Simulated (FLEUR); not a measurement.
Worked example: self-consistent single point of MgCu₄Sn (F-43m, 6 atoms in the cell) in FLEUR.

Method of the run: PBEsol, all-electron FLAPW (FLEUR), scalar-relativistic valence.

```
CELL_PARAMETERS angstrom
      0.00000     3.45038     3.45038
      3.45038     0.00000     3.45038
      3.45038     3.45038     0.00000
ATOMIC_POSITIONS crystal
  Mg 0.75000 0.75000 0.75000
  Cu 0.87350 0.37550 0.37550
  Cu 0.37550 0.37550 0.87350
  Cu 0.37550 0.87350 0.37550
  Cu 0.37550 0.37550 0.37550
  Sn 0.00000 0.00000 0.00000
```

Reference input (self-consistent single point, DFT, PBEsol, all-electron FLAPW (FLEUR), scalar-relativistic valence): Kmax = 3.8 1/bohr; GmaxXC = 11.4 1/bohr; xcFunctional = PBEs; jspins = 1; l_soc = F; mode = hist; fermiSmearingEnergy = 0.00367493 Htr; mesh (inpgen div1-3) = 9 9 9; inpgen gamma flag = false; Gmax = 11.4 1/bohr; numbands = 0; maxIterBroyd = 15. This run's input differs from it in these lines:

```diff
@@ -19,3 +19,3 @@
 &exco xctyp='PBEs' /
-&kpt div1=9 div2=9 div3=9 /
+&kpt div1=2 div2=2 div3=2 gamma=t /
 &end /
```

Log, with long lists cut:

```
 Iteration:     1   Distance:      36.04220615 me/bohr^3
 Iteration:     2   Distance:      24.98848188 me/bohr^3
 Instability in determination of fermi-level,
 doubled temperature broading to continue
 Instability in determination of fermi-level,
 doubled temperature broading to continue
 Instability in determination of fermi-level,
 doubled temperature broading to continue
 Instability in determination of fermi-level,
 doubled temperature broading to continue
 Instability in determination of fermi-level,
 doubled temperature broading to continue
 Instability in determination of fermi-level,
 doubled temperature broading to continue
   [... lines left out ...]
 Instability in determination of fermi-level,
 doubled temperature broading to continue
 Instability in determination of fermi-level,
 doubled temperature broading to continue
 Instability in determination of fermi-level,
 doubled temperature broading to continue
 Instability in determination of fermi-level,
 doubled temperature broading to continue
 Instability in determination of fermi-level,
 doubled temperature broading to continue
 Instability in determination of fermi-level,
 doubled temperature broading to continue
 Instability in determination of fermi-level,
 doubled temperature broading to continue
**************FLEUR-Error*****************
Error message: Determination of fermi-level did not converge
Error occurred in subroutine: ef_newton
Hint: change temp. broad., set gauss = T, or use finer k mesh
Error from PE:0/1
 Last known location:
```

The program stopped with an error at about iteration 2. 

The starting cell comes from a database of computed structures (which also holds hypothetical and non-ambient phases and stackings), without a prior relaxation at this level. Its lattice was rescaled by a random factor within 2.5 % of one. Values depend on the basis (sphere radii, cutoffs, local orbitals), which need not be converged.
